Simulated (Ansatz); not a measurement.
Data:

End structure of the (111)B surface of zinc-blende ZnSe, Se-terminated, 2x2 with 2 NH2 on 4 top atoms (bottom of the slab: 2 H on 4 bottom sites):

```
CELL_PARAMETERS angstrom
      8.10981     0.00000     0.00000
     -4.05491     7.02331     0.00000
      0.00000     0.00000    31.00000
ATOMIC_POSITIONS crystal
  Zn 0.34639 0.15351 0.29992
  Zn 0.83097 0.16948 0.33131
  Zn 0.33073 0.66933 0.33129
  Zn 0.84645 0.65363 0.29998
  Se 0.17399 0.32628 0.33791
  Se 0.66217 0.33775 0.33877
  Se 0.16219 0.83783 0.33870
  Se 0.67389 0.82636 0.33799
  Zn 0.16667 0.33333 0.41873
  Zn 0.66667 0.33333 0.41873
  Zn 0.16667 0.83333 0.41873
  Zn 0.66667 0.83333 0.41873
  Se 0.00000 0.00000 0.44543
  Se 0.50000 0.00000 0.44543
  Se 0.00000 0.50000 0.44543
  Se 0.50000 0.50000 0.44543
  Zn 0.00217 0.99936 0.52515
  Zn 0.49575 0.99659 0.52530
  Zn 0.00227 0.50292 0.52575
  Zn 0.50099 0.50233 0.52581
  Se 0.33456 0.16799 0.55339
  Se 0.83181 0.16499 0.55025
  Se 0.33309 0.66636 0.55357
  Se 0.83481 0.66806 0.55221
  Zn 0.32567 0.14190 0.63442
  Zn 0.81771 0.13607 0.62920
  Zn 0.34954 0.70165 0.63424
  Zn 0.85347 0.69965 0.63230
  Se 0.16326 0.33367 0.65246
  Se 0.67681 0.33970 0.65270
  Se 0.16540 0.83191 0.66740
  Se 0.66891 0.83204 0.66549
  H  0.33561 0.16521 0.25044
  H  0.83444 0.66456 0.25051
  N  0.10780 0.31897 0.71304
  H  0.07461 0.18395 0.72207
  H  0.23486 0.40912 0.72781
  N  0.69490 0.32975 0.71407
  H  0.82527 0.33936 0.71903
  H  0.71171 0.45735 0.72455
```

Slab: 40 atoms, 14.8 Å thick at the start with caps and adatoms; k 3x3x1, smearing 0.025 eV, dipole-corrected; 8 atoms held, the rest relaxed; no symmetry held; no spin, no spin-orbit, no U. It is one candidate, not shown to be the stable structure of the face.

Question: What gap of the slab on its k-mesh does PBE (Ansatz, a program for electronic structure) give?

Answer: 1.60 eV

Question: What highest filled level below the top vacuum level does PBE give?

Answer: 5.11 eV
